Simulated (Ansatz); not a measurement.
Functionals compared on the (0001) surface of wurtzite GaN (in the relaxation like top atoms buckled by 0.7 Å), Ga-terminated, ideal Ga-terminated 1x1 (bottom of the slab: 3 H on 4 bottom sites), in Ansatz (plane waves, PAW). The structure was relaxed with PBE; the other rows are single points on it. Cutoff 420 eV (500 eV for r2SCAN).

Set-up: 43 atoms, 12.2 Å thick at the start with caps and adatoms (thin: gaps and levels are the slab's own); mesh 4x4x1; 0.025 eV smearing; dipole correction on; 8 atoms held, the rest relaxed; start symmetry kept, larger cells not searched; spin-polarised, ending with about 0.9 μB a cell, a value that depends on the mesh; orders that need a larger cell were not tried, no spin-orbit, no U. The slab shows no gap on its mesh. In PBE it lies 0.05 eV a 1x1 cell over the lowest computed structure of the same composition (2x2 cell from a buckled start). These notes are the PBE run's. r2SCAN: The program's check for a lower electronic state was not made.

```json
[
 {"functional": "PBE", "work function of the top face (eV)": "4.06", "rough cost of the single point": "–"},
 {"functional": "r2SCAN", "work function of the top face (eV)": "(withheld)", "rough cost of the single point": "around 7 core-minutes (rough)"}
]
```

Task: Some entries are withheld; supply them.

Result: 
- r2SCAN, work function of the top face (eV): 4.29

Ansatz is a first-principles code.
